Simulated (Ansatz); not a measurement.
## AlNi3 in the Cu3Au type structure (space group Pm-3m, No. 221; weakly magnetic (sensitive to the mesh))

```
CELL_PARAMETERS angstrom
      3.51912     0.00000     0.00000
      0.00000     3.51912     0.00000
      0.00000     0.00000     3.51912
ATOMIC_POSITIONS crystal
  Ni 0.00000 0.50000 0.50000
  Ni 0.50000 0.50000 0.00000
  Ni 0.50000 0.00000 0.50000
  Al 0.00000 0.00000 0.00000
```

Method: PBEsol (Ansatz, a first-principles code; PAW; 420 eV plane waves; scalar-relativistic without spin-orbit coupling). Settings: 13×13×13 k-points, 0.05 eV Fermi–Dirac smearing.

```json
{
  "volume_per_atom": "10.90 Å³",
  "density": "7.74 g/cm³",
  "band_gap": "zero",
  "magnetic_state": "weakly magnetic (sensitive to the mesh)",
  "total_energy": "-4485.311 eV/atom (σ→0; compares only within this code and set-up)"
}
```

The magnetic state is the one reached from the starting moments; the real material's order can differ, and small cells can't hold many antiferromagnetic ones. Whether these cells are dynamically stable was not tested.
